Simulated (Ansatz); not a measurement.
The starting structures come from a database of crystals and need not be the phases stable at ambient conditions.

 Where the default PAW files enter, the runs use the earlier of Ansatz's two default sets.

The decay constant κ of evanescent states in the gap governs leakage through a thin film.

Here is the system:

```
BaS
1.0
    4.56179     0.00000     0.00000
    0.00000     4.56179     0.00000
    2.28090    -2.28090     3.22567
Ba S
1 1
Direct
  0.00000   0.00000   0.00000
  0.50000   0.50000   0.00000
```

Space group of this cell: Fm-3m, rock salt. The cell is taken as given; by r2SCAN its mean pressure is -0.5 GPa.

Transport runs along the normal of the first two printed cell vectors, the (001) plane of the conventional cell.

No gap correction and no spin-orbit coupling; mid-gap values are interpolated between computed energies.

**Question.** Predict the band gap and the smallest decay constant κ at mid-gap from Ansatz (a first-principles code) with r2SCAN.

**Answer.** Gap 2.60 eV on a 10×10×10 mesh; κ = 0.216 1/Å, at the zone centre.
